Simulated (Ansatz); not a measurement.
Band structure of ScAu4 (I4/m, 5 atoms in the cell).

```
CELL_PARAMETERS angstrom
     -3.27168     3.27168     2.01267
      3.27168    -3.27168     2.01267
      3.27168     3.27168    -2.01267
ATOMIC_POSITIONS crystal
  Sc 0.00000 0.00000 0.00000
  Au 0.79718 0.60235 0.39953
  Au 0.20282 0.39765 0.60047
  Au 0.60235 0.20282 0.80517
  Au 0.39765 0.79718 0.19483
```

Method: LDA (PW92), PAW files made with PBE (plane waves; Ansatz, an electronic-structure program).

Settings: basis.ecutwfc = 420 eV; kpoints.mp_grid.grid = 6 6 6; hamiltonian.xc = lda; hamiltonian.pseudopotentials = {kind: paw} (an earlier, softer set of the program's PAW files); scf.occupations.method = gaussian; scf.occupations.width = 0.272 eV; kpoints.band_path.npoints = 8.

The starting cell comes from a database of computed structures (which also holds hypothetical and non-ambient phases and stackings), without a prior relaxation at this level. Its lattice was rescaled by a random factor within 2.5 % of one. Spin-orbit coupling is off.

Levels in eV from the Fermi level, bands 41 to 48:
| point | 41 | 42 | 43 | 44 | 45 | 46 | 47 | 48 |
|---|---|---|---|---|---|---|---|---|
| Γ | -2.30 | -2.04 | 0.54 | 1.61 | 1.62 | 1.62 | 1.98 | 1.98 |
| X | -2.55 | -2.41 | 0.78 | 1.00 | 1.31 | 1.36 | 2.25 | 2.59 |
| M | -2.46 | -2.11 | -1.97 | -1.97 | 1.49 | 2.33 | 2.43 | 2.43 |
| Z | -2.40 | -1.87 | -1.68 | -1.68 | -0.12 | 1.96 | 2.34 | 2.34 |
| P | -2.13 | -2.13 | -1.94 | -1.46 | 1.77 | 1.92 | 1.92 | 2.23 |
| N | -2.64 | -1.88 | -1.06 | -0.81 | 1.24 | 1.42 | 1.60 | 2.04 |
| Z1 | -2.40 | -1.87 | -1.68 | -1.68 | -0.12 | 1.96 | 2.34 | 2.34 |

Bands cross the Fermi level along this path, so the cell is metallic at this level.

Keys are those of Ansatz 0.2.
